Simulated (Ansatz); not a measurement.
**A computed series for ZnSnN2: response to strain**

The parent structure is ZnSnN2 (space group Pna2_1, No. 33; a = 5.9056 Å, b = 6.8046 Å, c = 5.5372 Å). Axes: x, y, z lie along a, b, c of the conventional cell.

Strains are applied to the cell and any free atomic positions relax; under biaxial strain the out-of-plane vector relaxes too; under stress the whole cell relaxes.

Levels (all Ansatz, a first-principles code, PAW): PBE (420 eV, no spin-orbit coupling); PBEsol (420 eV, no spin-orbit coupling).

The base cell above is that of PBE; each level relaxes its own structures.

```json
[
 {"case": "biaxial strain −0.73 %, plane normal [001], relaxed out of plane", "shortest interatomic distance, PBE": "2.056 Å", "shortest interatomic distance, PBEsol": "___"},
 {"case": "biaxial strain +0.57 %, plane normal [001], relaxed out of plane", "shortest interatomic distance, PBE": "2.075 Å", "shortest interatomic distance, PBEsol": "2.042 Å"},
 {"case": "uniaxial strain ε_zz = +2.82 %", "shortest interatomic distance, PBE": "2.080 Å", "shortest interatomic distance, PBEsol": "2.050 Å"},
 {"case": "uniaxial stress, 5 GPa tension along z", "shortest interatomic distance, PBE": "2.069 Å", "shortest interatomic distance, PBEsol": "___"}
]
```

Q: What belongs in the blanks?

A: 
- biaxial strain −0.73 %, plane normal [001], relaxed out of plane, shortest interatomic distance, PBEsol: 2.025 Å
- uniaxial stress, 5 GPa tension along z, shortest interatomic distance, PBEsol: 2.038 Å

PBE lies above PBEsol in every row, by 0.030 Å to 0.033 Å. They put the cases in the same order.

Stability under load was not tested beyond the relaxation. All final runs are without spin polarisation.
